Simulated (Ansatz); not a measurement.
Amorphous Ga24O38Zr, 63 atoms at 5.02 g/cm³, one PBE-relaxed geometry, zone centre. Methods: PBE, scalar-relativistic without spin-orbit coupling (Ansatz, a program for electronic structure); r2SCAN, scalar-relativistic without spin-orbit coupling (Ansatz); HSE06, scalar-relativistic without spin-orbit coupling (Ansatz). Plane waves to 420 eV (r2SCAN 500 eV); exact exchange is cut at the cell's faces. At PBE the levels at the filled edge of the gap are localised (band-tail or defect states), and the nearest spread-out levels lie 2.0 eV apart at the zone centre. All rungs ran without spin polarisation.

A CHGNet melt-quench gave the starting glass, which DFT then relaxed. O atoms were pushed apart under 1.9 Å during the dynamics, to hinder bonds among them. The hot cell started wider than the set density and was brought back towards it in steps. It is the lowest in DFT energy of 2 quenches. It is a model cell: composition and starting density were chosen by hand, and all elements were melted together. No dispersion term was used. Its density started from a set value of 5.02 and ended at 5.02 g/cm³. Cooling (nominally 330 K/ps over its main leg) ran many orders faster than in experiment, which tends to leave more defects and strain. Values belong to this one cell and scatter from quench to quench. The volume was held where the preparation left it and the shape relaxed, at a PBE pressure of 0.7 GPa. Stress components on the final sampling reach 0.9 GPa.

The relaxation ran on the zone centre alone. At PBE the level gap is 1.61 eV on a 2×2×2 Γ-centred mesh, and the spacing at the zone centre alone 1.59 eV.

Q: What zone-centre spacing does r2SCAN give, roughly?

A: 2.12 eV (+0.53 eV against PBE).

Q: What zone-centre spacing does HSE06 give, roughly?

A: 3.28 eV (+1.68 eV against PBE).

The highest filled and the lowest empty state spread over these numbers of atoms (participation numbers): PBE: 5.5 and 56.9; r2SCAN: 5.7 and 56.0; HSE06: 6.2 and 55.8.
